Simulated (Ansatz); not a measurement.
The parent structure is Ru in the hcp (Mg type) structure (space group P6_3/mmc, No. 194; a = 2.6919 Å, c = 4.2457 Å). Axes: x lies along a and z along c of the hexagonal cell.

Computed with PBEsol (Ansatz, a quantum-chemistry and plane-wave program, PAW, spin-orbit coupling left out).

Strains are applied to the cell and any free atomic positions relax; under biaxial strain the out-of-plane vector relaxes too; under stress the whole cell relaxes.

One change was made to it. Results:

```json
[
 {"quantity": "volume per atom", "base": "13.32 Å³", "after": "12.39 Å³"},
 {"quantity": "band gap", "base": "zero", "after": "zero"}
]
```

Question: Name the change that was made.
A. biaxial strain −3.35 %, plane normal [001], relaxed out of plane
B. uniaxial stress, 8 GPa compression along x
C. biaxial strain −4.86 %, plane normal [001], relaxed out of plane
D. biaxial strain −0.63 %, plane normal [001], relaxed out of plane

Answer: C, biaxial strain −4.86 %, plane normal [001], relaxed out of plane. For comparison, the volume per atom in the other runs: biaxial strain −0.63 %, plane normal [001], relaxed out of plane gives 13.20 Å³; biaxial strain −3.35 %, plane normal [001], relaxed out of plane gives 12.68 Å³; uniaxial stress, 8 GPa compression along x gives 13.22 Å³.

Without a gap, meshes like the base's 20×20×11 leave anisotropic stresses uncertain by several tenths of a GPa, and small strain energies with them. Beyond what the load breaks, stability against distortions was not tested. The final runs are not spin-polarised.
